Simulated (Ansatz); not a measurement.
The parent structure is ZnS in the wurtzite structure (space group P6_3mc, No. 186; a = 3.782 Å, c = 6.208 Å). Axes: x lies along a and z along c of the hexagonal cell.

Computed with PBEsol, PAW, 420 eV (Ansatz, an electronic-structure program; scalar-relativistic without spin-orbit coupling).

Strains are applied to the cell and any free atomic positions relax.

One change was made to it. Results:

```json
[
 {"quantity": "electron mass", "base": "0.16 mₑ along c, 0.18 mₑ across (at Γ)", "after": "0.16 mₑ along z, 0.18 mₑ across (at Γ)"},
 {"quantity": "energy relative to the base (free energy F)", "base": "0 meV/atom", "after": "+0.1 meV/atom"},
 {"quantity": "pressure (mean of the normal stresses, compression positive)", "base": "0.00 GPa", "after": "0.00 GPa"},
 {"quantity": "band gap", "base": "2.15 eV", "after": "2.15 eV"}
]
```

Problem. Which change produced these results?
A) tensor shear ε_xz = +1.67 %
B) tensor shear ε_xz = +2.00 %
C) tensor shear ε_xz = +0.33 %

Solution. C, tensor shear ε_xz = +0.33 %. For comparison, the band gap in the other runs: tensor shear ε_xz = +2.00 % gives 2.10 eV; tensor shear ε_xz = +1.67 % gives 2.11 eV.

Masses are band curvatures over ±0.01 Å⁻¹ around the edge. Semilocal Kohn–Sham gaps tend to fall short of experiment. Whether these cells are dynamically stable was not tested.
